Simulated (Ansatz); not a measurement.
Electronic density of states of amorphous Ti20O41Ba, density 3.74 g/cm³, on a 2×2×2 Γ-centred mesh with a Gaussian width of 0.1 eV; energies count from the Fermi level, whose place inside the gap is arbitrary. Cell and mesh are small, so fine structure isn't converged. Computed with PBE, scalar-relativistic without spin-orbit coupling (plane waves to 420 eV, PAW; Ansatz, a quantum-chemistry and plane-wave program). Sampling: a 2×2×2 Γ-centred mesh; Fermi-Dirac width 0.02 eV; no spin polarisation. At PBE the levels at the empty edge of the gap are localised (band-tail or defect states).

The cell was made by melting and quenching with the CHGNet potential and then relaxed with DFT. O atoms were pushed apart under 1.9 Å during the dynamics, to hinder bonds among them. The hot cell started wider than the set density and was brought back towards it in steps. It is the lowest in DFT energy of 2 quenches. It is a model cell: composition and starting density were chosen by hand, and all elements were melted together. No dispersion term was used. Its density started from a set value of 3.74 and ended at 3.74 g/cm³. The simulated quench (nominally 300 K/ps over its main leg) is rapid and tends to freeze in more defects than a deposited or slowly cooled glass has. Values belong to this one cell and scatter from quench to quench. The volume was held where the preparation left it and the shape relaxed, at a PBE pressure of 0.2 GPa.

(E - EF (eV), states/(eV atom)): (-12.00, 0.00); (-11.90, 0.00); (-11.80, 0.00); (-11.70, 0.00); (-11.60, 0.00); (-11.50, 0.06); (-11.40, 0.28); (-11.30, 0.36); (-11.20, 0.22); (-11.10, 0.05); (-11.00, 0.00); (-10.90, 0.00); (-10.80, 0.00); (-10.70, 0.00); (-10.60, 0.00); (-10.50, 0.00); (-10.40, 0.00); (-10.30, 0.00); (-10.20, 0.00); (-10.10, 0.00); (-10.00, 0.00); (-9.90, 0.00); (-9.80, 0.00); (-9.70, 0.00); (-9.60, 0.00); (-9.50, 0.00); (-9.40, 0.00); (-9.30, 0.00); (-9.20, 0.00); (-9.10, 0.00); (-9.00, 0.00); (-8.90, 0.00); (-8.80, 0.00); (-8.70, 0.00); (-8.60, 0.00); (-8.50, 0.00); (-8.40, 0.00); (-8.30, 0.00); (-8.20, 0.00); (-8.10, 0.00); (-8.00, 0.00); (-7.90, 0.00); (-7.80, 0.00); (-7.70, 0.00); (-7.60, 0.00); (-7.50, 0.00); (-7.40, 0.00); (-7.30, 0.00); (-7.20, 0.00); (-7.10, 0.00); (-7.00, 0.00); (-6.90, 0.00); (-6.80, 0.00); (-6.70, 0.00); (-6.60, 0.00); (-6.50, 0.00); (-6.40, 0.00); (-6.30, 0.00); (-6.20, 0.01); (-6.10, 0.08); (-6.00, 0.28); (-5.90, 0.35); (-5.80, 0.40); (-5.70, 0.45); (-5.60, 0.56); (-5.50, 0.73); (-5.40, 0.92); (-5.30, 1.02); (-5.20, 0.98); (-5.10, 0.98); (-5.00, 1.00); (-4.90, 1.05); (-4.80, 1.11); (-4.70, 1.08); (-4.60, 1.04); (-4.50, 1.00); (-4.40, 0.94); (-4.30, 0.92); (-4.20, 0.91); (-4.10, 0.91); (-4.00, 0.85); (-3.90, 0.78); (-3.80, 0.80); (-3.70, 0.85); (-3.60, 0.85); (-3.50, 0.78); (-3.40, 0.79); (-3.30, 0.78); (-3.20, 0.81); (-3.10, 0.86); (-3.00, 0.85); (-2.90, 0.86); (-2.80, 0.88); (-2.70, 0.87); (-2.60, 0.86); (-2.50, 0.94); (-2.40, 0.95); (-2.30, 0.90); (-2.20, 0.92); (-2.10, 0.97); (-2.00, 0.94); (-1.90, 0.88); (-1.80, 0.81); (-1.70, 0.78); (-1.60, 0.72); (-1.50, 0.72); (-1.40, 0.61); (-1.30, 0.31); (-1.20, 0.06); (-1.10, 0.00); (-1.00, 0.00); (-0.90, 0.00); (-0.80, 0.00); (-0.70, 0.00); (-0.60, 0.00); (-0.50, 0.00); (-0.40, 0.00); (-0.30, 0.00); (-0.20, 0.00); (-0.10, 0.00); (0.00, 0.00); (0.10, 0.00); (0.20, 0.00); (0.30, 0.00); (0.40, 0.00); (0.50, 0.00); (0.60, 0.00); (0.70, 0.00); (0.80, 0.00); (0.90, 0.00); (1.00, 0.00); (1.10, 0.00); (1.20, 0.05); (1.30, 0.23); (1.40, 0.43); (1.50, 0.64); (1.60, 0.77); (1.70, 0.85); (1.80, 0.90); (1.90, 0.97); (2.00, 0.97); (2.10, 0.97); (2.20, 1.05); (2.30, 1.04); (2.40, 1.04)

The level gap on this mesh is 2.59 eV; the broadening fills part of it in the curve.
